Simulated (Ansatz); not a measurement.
Output of an Ansatz run (abridged):

```
WARN ansatz: RAYON_NUM_THREADS=1 ignored (pool sized by the plan → 1); use --threads N
Pseudopotentials: kind: paw
Pseudopotential: Lu, paw, valence charge 25
Pseudopotential: Bi, paw, valence charge 15
Crystal: 2 atoms, lattice volume = 60.595 Å³
Basis set: ecut = 420.4159175005146 eV, 1243 PW (Γ)
Bands: 24, of which v1, the nominal top of the filled ones, is band 20 counted from 1 (19 counted from 0)
Symmetry: 8 space group operations
Space group: I4mm (ITA 107), of the structure as read, at distance tolerance 3.9e-5 Å
k-points: 75 of 729 (time reversal used)
PAW frozen core: Lu, regenerated for the run's functional, and the local potential with it
PAW frozen core: Bi, regenerated for the run's functional, and the local potential with it
Initial density: superposition of atomic densities (neutral atoms: chi_scale 0, normalization atom), corrected by the library's trained network
Initial wavefunctions: pseudopotential atomic-orbital guess
Eigensolver: davidson
Functional: x = slater, c = lda
SCF iter   1: F=—  HF=-26580.358631 eV  |F-HF|=—  |Δ(HF+E_count)|=         —  Δρ=3.44e-3  dr2=4.70e-3  ethr=1.77e-3  ⟨swp⟩=5.3  Hψ=8600  notcnv=0
all-band conjugate gradients solve this SCF's bands
preconditioner: auto → Kerker (q_TF=auto, 2.546 Å⁻¹)
SCF iter   2: F=—  HF=-26580.355525 eV  |F-HF|=—  |Δ(HF+E_count)|=   3.11e-3  Δρ=2.13e-3  dr2=1.98e-3  ethr=1.18e-5  ⟨swp⟩=3.0  Hψ=4286  notcnv=0
SCF iter   3: F=—  HF=-26580.355220 eV  |F-HF|=—  |Δ(HF+E_count)|=   3.05e-4  Δρ=1.19e-3  dr2=8.03e-4  ethr=4.95e-6  ⟨swp⟩=3.0  Hψ=3760  notcnv=0
SCF iter   4: F=—  HF=-26580.354978 eV  |F-HF|=—  |Δ(HF+E_count)|=   2.42e-4  Δρ=3.20e-4  dr2=1.04e-4  ethr=2.01e-6  ⟨swp⟩=2.0  Hψ=2659  notcnv=0
SCF iter   5: F=—  HF=-26580.354963 eV  |F-HF|=—  |Δ(HF+E_count)|=   1.49e-5  Δρ=1.30e-4  dr2=5.68e-6  ethr=2.59e-7  ⟨swp⟩=2.0  Hψ=3227  notcnv=0
SCF iter   6: F=—  HF=-26580.354943 eV  |F-HF|=—  |Δ(HF+E_count)|=   1.96e-5  Δρ=3.13e-5  dr2=5.30e-7  ethr=1.42e-8  ⟨swp⟩=3.0  Hψ=3848  notcnv=0
SCF iter   7: F=—  HF=-26580.354943 eV  |F-HF|=—  |Δ(HF+E_count)|=   3.81e-7  Δρ=1.21e-5  dr2=1.04e-7  ethr=2.50e-10  ⟨swp⟩=9.8  Hψ=12573  notcnv=0
SCF iter   8: F=-26580.354943 eV  HF=-26580.354943 eV  |F-HF|=1.58e-8  |Δ(HF+E_count)|=   6.49e-8  Δρ=3.79e-6  dr2=9.68e-9  ethr=2.50e-10  ⟨swp⟩=6.4  Hψ=9372  notcnv=0
SCF 1 converged in 8 iterations: F = -26580.354943 eV  dr2 = 9.68e-9
SCF converged after 8 iterations
Free energy (F): -26580.354943 eV
Harris-Foulkes:  -26580.354943 eV  (|F-HF|=1.58e-8)
Internal energy: -26580.343035 eV  (E = F + TS)
E sigma→0 (E₀):  -26580.348989 eV
Entropy (-TS):   -0.011907 eV (-5.954 meV/atom)
Fermi energy:    12.216120 eV
--- Per-component energies (eV) ---
  E_band       = -127.277540
  E_kinetic    = 722.724756
  E_local      = -8656.965480  (includes V_loc(G=0)·N_el)
  E_nonlocal   = 1149.214981
  E_hartree    = 3501.569563
  E_xc         = -365.964246
  E_vxc        = -401.560427  (∫ρ·V_xc dr)
  E_paw        = -17489.701203  (= ΣΔE_a)
  E_vpaw       = 56.174896  (= ΣTr[D̂ρ^β])
  E_aug_tail   = -0.000499  (compensation charges beyond the density's cutoff)
  E_ewald      = -5443.534657
  E_core_change = 2.313750  (= ΣΔE_core)
  E_smearing   = -0.011907  (= −TS)
  E_closure    = 0.000000  (closes the sum)
  Σ components = -26580.354943   (vs F -26580.354943, Δ=0.00e0)
--- Forces (eV/Å), atoms counted from 1 ---
  atom   1  Lu     0.00000000     0.00000000    -0.19242671
  atom   2  Bi     0.00000000     0.00000000     0.19243221
  max |Σ_I F_I| component: 5.50e-6 eV/Å
--- Stress (GPa, compression-positive) ---
       -4.716170       0.000000       0.000000
        0.000000      -4.716170       0.000000
        0.000000      -0.000000      -4.550286
  P = ⅓ Tr σ = -4.6609 GPa (-46.609 kbar)
  The stress holds the Pulay correction. Without it, at fixed plane waves, as pw.x and ABINIT print it: P = -4.6914 GPa
--- Band table (eV; the first three rows and the last of 75) ---
  k-point 0: bands = ["-44.7493", "-15.3986", "-15.3979", "-15.3979", "-9.8597", "-9.8593", "-9.8016", "-9.8016", "-9.8013", "0.5499", "6.4399", "6.4399", "6.4399", "6.4427", "6.4682", "6.4682", "6.4682", "12.9681", "12.9681", "12.9988", "13.2966", [...]
  k-point 1: bands = ["-44.7492", "-15.4037", "-15.4003", "-15.3999", "-9.8558", "-9.8555", "-9.8006", "-9.8002", "-9.8000", "0.6623", "6.4395", "6.4429", "6.4429", "6.4439", "6.4667", "6.4667", "6.4683", "11.3794", "12.2208", "12.2293", "13.4424", [...]
  k-point 2: bands = ["-44.7490", "-15.4176", "-15.4054", "-15.4049", "-9.8462", "-9.8458", "-9.7983", "-9.7966", "-9.7964", "0.9726", "6.4401", "6.4470", "6.4508", "6.4508", "6.4632", "6.4632", "6.4685", "9.6656", "11.3582", "11.3614", "13.5342", [...]
  k-point 74: bands = ["-44.7483", "-15.4337", "-15.4159", "-15.4136", "-9.8602", "-9.8471", "-9.8069", "-9.7816", "-9.7813", "1.6572", "6.4463", "6.4482", "6.4542", "6.4566", "6.4623", "6.4626", "6.4634", "8.9432", "10.3549", "11.1142", "12.2542", [...]
```

The structure:

```
CELL_PARAMETERS angstrom
      0.00000     3.11748     3.11748
      3.11748     0.00000     3.11748
      3.11748     3.11748     0.00000
ATOMIC_POSITIONS crystal
  Lu 0.50802 0.50802 0.49198
  Bi 0.00000 0.00000 0.00000
```

Question: Write an input that gives this output.

Answer: Other spellings and defaults could give the same log, and not every line can be read from it. The input that was run (DFT, LDA (PW92), plane waves, default PAW files made with PBE):

Ansatz 0.2 input:
```yaml
# LuBi
crystal:
  lattice:
    - [0.00000000, 3.11747500, 3.11747500]
    - [3.11747500, 0.00000000, 3.11747500]
    - [3.11747500, 3.11747500, 0.00000000]
  atoms:
    - { symbol: Lu, position_ang: [3.11747500, 3.11747500, 3.16747306] }
    - { symbol: Bi, position_ang: [0.00000000, 0.00000000, 0.00000000] }
basis:
  ecutwfc: 30.9 Ry
kpoints:
  mp_grid:
    grid: [9, 9, 9]
hamiltonian:
  xc: lda
  pseudopotentials:
    kind: paw
scf:
  occupations:
    method: fermi_dirac
    width: 0.0073 Ry
output:
  forces: true
  eigenvalues: true
  stress: true
```

The starting cell comes from a database of computed structures (which also holds hypothetical and non-ambient phases and stackings), without a prior relaxation at this level. Its lattice was rescaled by up to half a per cent. One atom was moved a little off its site on purpose. Spin-orbit coupling is off. With a pressure of about -5 GPa the cell is away from its equilibrium volume at this level. Ansatz's pressure includes its estimate of the finite-basis (Pulay) stress.

Ansatz is a quantum-chemistry and plane-wave program.
